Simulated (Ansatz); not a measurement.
**Al2O3, response to strain**

Consider Al2O3 in the corundum structure (space group R-3c, No. 167; a = 4.729 Å, c = 12.892 Å (hexagonal axes)). Axes: x lies along a and z along c of the hexagonal cell.

Strains are applied to the cell and any free atomic positions relax; under biaxial strain the out-of-plane vector relaxes too.

All numbers come from LDA (Ansatz, an electronic-structure program), no SOC.

```tsv
biaxial strain, plane normal [001], relaxed out of plane (%)	out-of-plane strain (%)
-3	1.59
-2.25	1.18
-1.5	0.78
-0.75	?
0	0.00
```

Fit ε⊥ = −νε + γε² (strains in %) to the rows shown and predict the withheld row.

Least squares on the printed values gives ν = 0.51 (the biaxial Poisson response) and γ = 0.007 (largest residual 0.00 %); this predicts 0.39 %, and the run gives 0.39 %, in agreement.

Whether these cells are dynamically stable was not tested.
